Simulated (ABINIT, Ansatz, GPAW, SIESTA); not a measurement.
Code comparison for InBi (P4/nmm, 4 atoms in the cell)

Self-consistent single point.

```xyz
4
Lattice="4.8480 0.0000 0.0000 0.0000 4.8480 0.0000 0.0000 0.0000 5.1554" Properties=species:S:1:pos:R:3 pbc="T T T"
In     2.4240     2.4240     0.0000
In     0.0000     0.0000     0.0000
Bi     2.4240     0.0000     1.8560
Bi     0.0000     2.4240     3.2994
```

Shared settings, as Ansatz (an electronic-structure program) writes them: kpoints.mp_grid.grid = 5 5 5; scf.occupations.method = gaussian; scf.occupations.width = 0.272 eV. Potentials and cutoffs stand in the table.

```csv
code,model,pressure (GPa),largest force (eV/Å),cutoff
GPAW,"LDA (Perdew-Wang 92), GPAW PAW datasets LDA (gpaw-data 1.0.1)",-1.52,0.218,600 eV
SIESTA,"LDA PW92, numerical atomic orbitals DZP, PseudoDojo LDA standard norm-conserving potentials (rewritten from UPF to PSML)",-0.07,0.622,grid 300 Ry
ABINIT,"LDA (PW92), PAW (JTH v2.0 LDA PAW)",-1.83,0.260,20 Ha
Ansatz,"LDA (PW92), PAW files made with PBE",-1.28,0.258,default
```

On Ansatz's run: spin-orbit coupling is off.

The spread over the programs that give each value: pressure within 1.76 GPa; largest force within 0.404 eV/Å.

SIESTA uses small atom-centred bases, whose incompleteness enters pressures, forces and empty levels differently from a plane-wave cutoff. Ansatz's pressure is given at a fixed set of plane waves, as the other plane-wave codes print theirs. In the pressure, SIESTA (by 1.45) lies more than 1 GPa from the median of the plane-wave programs. In the force vectors, SIESTA (by 0.365) lies more than 0.08 eV/Å from the median of the plane-wave programs.

The starting cell comes from a database of computed structures (which also holds hypothetical and non-ambient phases and stackings), without a prior relaxation at this level. Its lattice was rescaled by a random factor within 2.5 % of one.

Left out of this page: Elk (not drawn, or without a comparable value).

Keys are those of Ansatz 0.2.
